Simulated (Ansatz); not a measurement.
The parent structure is CrI3 in the BiI3 type structure (space group R-3, No. 148; a = 6.818 Å, c = 19.478 Å (hexagonal axes); ferromagnetic; layered, stacked along the Cartesian z axis).

The values are results of PBE-D3(BJ) (Ansatz, a first-principles code), no spin-orbit coupling, not measurements.

Before the change:

The band gap is 1.08 eV and the magnetic state comes out as ferromagnetic. The pressure comes out as 0.0 GPa.

One thing is altered: the cell is scaled by 1.0092 in all directions; the atoms relax in the strained cell.

Question: How does this affect the band gap?

Answer: The band gap rises by 0.02 eV to 1.10 eV.

Question: What happens to the magnetic state?

Answer: The magnetic state is still ferromagnetic.

Question: Predict the new energy relative to the base.

Answer: The energy goes up by 1.4 meV/atom.

Question: Predict the new pressure.

Answer: The pressure (mean of the normal stresses, compression positive) goes from zero to -0.5 GPa.

Other magnetic orders, which the real material may have, were not ruled out. Spin-orbit coupling, missing from the scalar runs, can matter with I. No phonon test of stability was made.
